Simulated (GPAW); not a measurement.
A self-consistent single point of FeCo (Pm-3m, 2 atoms in the cell) with GPAW.

Method: PBEsol, GPAW PAW datasets PBEsol (made by gpaw-setup) (plane waves; GPAW).

```
FeCo
1.0
    2.78679     0.00000     0.00000
    0.00000     2.78679     0.00000
    0.00000     0.00000     2.78679
Fe Co
1 1
Direct
  0.00000   0.00000   0.00000
  0.50000   0.50000   0.50000
```
Moments meant for the start (each program seeds them in its own way; μB, in the order of the atoms Fe Co): 4.0 3.0.

Reference input (self-consistent single point, DFT PBE, plane waves, GPAW PAW datasets PBE (gpaw-data 1.0.1)): spinpol = true; mode = pw; ecut = 800 eV; xc = PBE; kpts = 16 16 16; mesh shift (steps) = 0 0 0; occupations.name = methfessel-paxton; occupations.width = 0.05 eV; occupations.order = 0; nbands = -8; symmetry.symmorphic = false; symmetry.tolerance = 0.0005. This run's input differs from it in these lines:

```diff
@@ -16,3 +16,3 @@
             mode=PW(800),
-            xc='PBE',
+            xc='PBEsol',
             kpts={'size': (16, 16, 16), 'gamma': True},
```

Its files differ too (potentials: GPAW PAW datasets PBEsol (made by gpaw-setup)).

Output (repeated stretches shortened):

```
     iter     time        total  log10-change:  magmom
                         energy   eigst   dens
iter:   1 --:--:--   -18.225282                   +7.0109
iter:   2 --:--:--   -18.656259   -1.23  -1.46    +5.5044
iter:   3 --:--:--   -18.710780   -2.09  -1.51    +4.5829
iter:   4 --:--:--   -18.731635   -2.44  -1.74    +4.4854
iter:   5 --:--:--   -18.726139   -3.19  -1.80    +4.4844
iter:   6 --:--:--   -19.386864   -2.02  -1.90    +4.4641
iter:   7 --:--:--   -18.768130   -2.08  -1.49    +4.4618
iter:   8 --:--:--   -18.741621   -3.37  -2.23    +4.4514
iter:   9 --:--:--   -18.740407   -4.49  -2.71    +4.4435
   [... lines left out ...]
iter:  48 --:--:--   -18.740327c  -5.10  -4.43c   +4.4163
iter:  49 --:--:--   -18.740543c  -5.42  -3.04    +4.4233
iter:  50 --:--:--   -18.740543c  -7.44c -3.60    +4.4231
iter:  51 --:--:--   -18.740537c  -8.29c -3.57    +4.4231
iter:  52 --:--:--   -18.740536c  -9.21c -3.62    +4.4231
iter:  53 --:--:--   -18.740538c  -9.15c -3.63    +4.4231
iter:  54 --:--:--   -18.740521c  -7.31  -3.61    +4.4231
iter:  55 --:--:--   -18.740513c  -7.23  -3.86    +4.4231
iter:  56 --:--:--   -18.740529c  -6.96  -4.40c   +4.4232
iter:  57 --:--:--   -18.740515c  -6.85  -3.72    +4.4232
iter:  58 --:--:--   -18.740514c  -8.73c -5.13c   +4.4231
Converged after 58 iterations.

Dipole moment: (-0.000000, -0.000000, 0.000000) |e|*Ang

Total magnetic moment: (0.000000, 0.000000, 4.423140)
Local magnetic moments:
   0 Fe ( 0.000000,  0.000000,  2.683132)
   1 Co ( 0.000000,  0.000000,  1.789311)

Energy contributions relative to reference atoms: (reference = -72456.010092)

Kinetic:        +20.994957
Potential:      -17.004110
External:        +0.000000
XC:             -22.754728
Entropy (-ST):   -0.002021
Local:           +0.024378
SIC:             +0.000000
--------------------------
Free energy:    -18.741525
Extrapolated:   -18.740514

Spin contamination: 0.098614 electrons
Showing only first 2 kpts
                      Up                     Down
 Kpt  Band  Eigenvalues  Occupancy  Eigenvalues  Occupancy
  0     6      9.20076    1.00000     11.86975    0.00000
   [... lines left out ...]

Fermi level: 11.12855

No gap
No difference between direct/indirect transitions
Energy (eV): -18.740514

Forces in eV/Ang:
  0 Fe   -0.00000    0.00000   -0.00000
  1 Co    0.00000    0.00000    0.00000

Stress tensor:
    -0.033454    -0.000000     0.000000
    -0.000000    -0.033454     0.000000
     0.000000     0.000000    -0.033454
Stress (GPa, Voigt): [-5.3599 -5.3599 -5.3599  0.      0.     -0.    ]
```

The run converged in 58 iterations. GPAW prints stress with tension positive. Against the reference run the pressure goes from 15.24 to 5.36 GPa and the size of the net moment hardly changes (2.22 to 2.21 μB/atom).

The starting cell comes from a database of computed structures (which also holds hypothetical and non-ambient phases and stackings), without a prior relaxation at this level. Its lattice was rescaled by a random factor within 2.5 % of one. The magnetic order is the one reached from the typed start; others were not searched systematically. With a pressure of about 5 GPa the cell is away from its equilibrium volume at this level.

Cost on one core of a shared machine: roughly 4 min.
